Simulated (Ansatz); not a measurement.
Consider Mg₂Ge in the anti-fluorite structure (space group Fm-3m, No. 225; a = 6.421 Å).

The values are results of PBE (Ansatz, a first-principles code), without spin-orbit coupling, not measurements.

Base values:

| Property | Result |
|---|---|
| Electron mass | 0.55 mₑ along k, 0.19 mₑ across (at X) |
| Valley order | X along ⟨100⟩ 0.17 eV; L along ⟨111⟩ 0.94 eV; Γ 0.95 eV |
| Lattice parameter a | 642.1 pm |

One thing is altered: a hydrostatic pressure of 1.5 GPa.

Q: Predict the new electron mass, valley order and lattice parameter a.

A: The electron mass goes from 0.55 mₑ along k, 0.19 mₑ across (at X) to 0.56 mₑ along k, 0.19 mₑ across (at X); the valley order (the lowest conduction-band minima on the path, energy above the VBM, named in the base's zone) becomes X along ⟨100⟩ 0.14 eV; L along ⟨111⟩ 1.06 eV; Γ 1.11 eV (base: X along ⟨100⟩ 0.17 eV; L along ⟨111⟩ 0.94 eV; Γ 0.95 eV); the lattice parameter a decreases by 6.0 pm to 636.1 pm.

The levels and masses belong to the bands next to the band gap. Load acts through the strain it causes; cell and atoms are relaxed under it. Masses are band curvatures over ±0.01 Å⁻¹ around the edge. Along k means along the line from Γ to the band edge. No phonon test of stability was made.
